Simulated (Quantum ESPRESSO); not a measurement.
Worked example: self-consistent single point of Bi2TeSe2 (P1, 5 atoms in the cell) in Quantum ESPRESSO.

Level of theory: PBEsol, SSSP 1.1.2 efficiency (PBE) pseudopotentials (plane waves; Quantum ESPRESSO 7.5).

The change in words: atoms moved at random. Reference geometry:
```
Bi2TeSe2
1.0
    2.12181    -1.22503    10.24649
    0.00000     2.45005    10.24649
   -2.12181    -1.22503    10.24649
Bi Te Se
2 1 2
Direct
  0.60651   0.60651   0.60651
  0.39679   0.39679   0.39679
  0.21496   0.21496   0.21496
  0.00243   0.00243   0.00243
  0.77932   0.77932   0.77932
```

Reference input (self-consistent single point, DFT, PBEsol, plane waves, SSSP 1.1.2 efficiency (PBE) pseudopotentials): ecutwfc = 40 Ry; ecutrho = 320 Ry; occupations = smearing; smearing = fd; degauss = 0.0036749 Ry; input_dft = pbesol; potentials = {Bi: Bi_pbe_v1.uspp.F.UPF, Te: Te_pbe_v1.uspp.F.UPF, Se: Se_pbe_v1.uspp.F.UPF}; K_POINTS = automatic 4 4 4 0 0 0; conv_thr = 1e-11 Ry. This run's input differs from it in these lines:

```diff
@@ -9,5 +9,3 @@
 &system
-   ibrav = 5,
-   A = 10.535334192,
-   cosAB = 0.91887655612,
+   ibrav = 0,
    nat = 5,
@@ -28,8 +26,12 @@
 Se    78.9710  Se_pbe_v1.uspp.F.UPF
+CELL_PARAMETERS angstrom
+   2.121810000     1.225028000    10.246487000
+  -2.121810000     1.225028000    10.246487000
+   0.000000000    -2.450055000    10.246487000
 ATOMIC_POSITIONS crystal
-Bi    0.606513000    0.606513000    0.606513000
-Bi    0.396793000    0.396793000    0.396793000
-Te    0.214960000    0.214960000    0.214960000
-Se    0.002430000    0.002430000    0.002430000
-Se    0.779317000    0.779317000    0.779317000
+Bi    0.607211000    0.598284000    0.618805000
+Bi    0.408771000    0.387878000    0.395635000
+Te    0.212081000    0.225778000    0.204197000
+Se    0.000727000    0.007887000   -0.005616000
+Se    0.771224000    0.780186000    0.786993000
 K_POINTS automatic
```

Log, with long lists cut:

```
     Self-consistent Calculation

     iteration #  1     ecut=    40.00 Ry     beta= 0.70

     negative rho (up, down):  7.847E-02 0.000E+00

     total energy              =    -482.20576514 Ry
     estimated scf accuracy    <       0.96341831 Ry

     iteration #  2     ecut=    40.00 Ry     beta= 0.70

     negative rho (up, down):  8.029E-02 0.000E+00

     total energy              =    -481.85045650 Ry
     estimated scf accuracy    <       3.02070109 Ry

     iteration #  3     ecut=    40.00 Ry     beta= 0.70

     negative rho (up, down):  8.281E-02 0.000E+00

     total energy              =    -482.28469651 Ry
     estimated scf accuracy    <       3.30044701 Ry

   [... 10 blocks of this kind left out ...]

     iteration # 14     ecut=    40.00 Ry     beta= 0.70

     negative rho (up, down):  8.293E-02 0.000E+00

     total energy              =    -482.62643283 Ry
     estimated scf accuracy    <          3.4E-11 Ry

     iteration # 15     ecut=    40.00 Ry     beta= 0.70

     negative rho (up, down):  8.293E-02 0.000E+00
     End of self-consistent calculation

     the Fermi energy is     6.9156 ev

!    total energy              =    -482.62643283 Ry
     estimated scf accuracy    <          5.0E-12 Ry
     smearing contrib. (-TS)   =      -0.00000492 Ry
     internal energy E=F+TS    =    -482.62642790 Ry

     convergence has been achieved in  15 iterations

     negative rho (up, down):  8.293E-02 0.000E+00

     Forces acting on atoms (cartesian axes, Ry/au):

     atom    1 type  1   force =    -0.00291833    0.00877420   -0.01962469
     atom    2 type  1   force =    -0.00433007   -0.00448417   -0.00729666
     atom    3 type  2   force =     0.00294929   -0.00786038    0.01661398
     atom    4 type  3   force =    -0.00010719   -0.00316707    0.01022523
     atom    5 type  3   force =     0.00440630    0.00673742    0.00008214

     Total force =     0.032995     Total SCF correction =     0.000007

     negative rho (up, down):  8.293E-02 0.000E+00
          total   stress  (Ry/bohr**3)                   (kbar)     P=      -20.82
  -0.00014536  -0.00000225   0.00000371          -21.38       -0.33        0.55
  -0.00000225  -0.00010994   0.00004413           -0.33      -16.17        6.49
   0.00000371   0.00004413  -0.00016922            0.55        6.49      -24.89

   JOB DONE.
```

The run converged in 15 iterations. Against the reference run the free energy rises by 8.2 meV/atom, the pressure goes from -1.80 to -2.08 GPa, the largest force goes from 0.111 to 0.558 eV/Å and the gap on the mesh goes from 0.520 to 0.674 eV.

The starting cell comes from a database of computed structures (which also holds hypothetical and non-ambient phases and stackings), without a prior relaxation at this level. For this run, on top of that: atoms moved at random. Spin-orbit coupling is off.

Cost on one core of a shared machine: roughly 7 min.
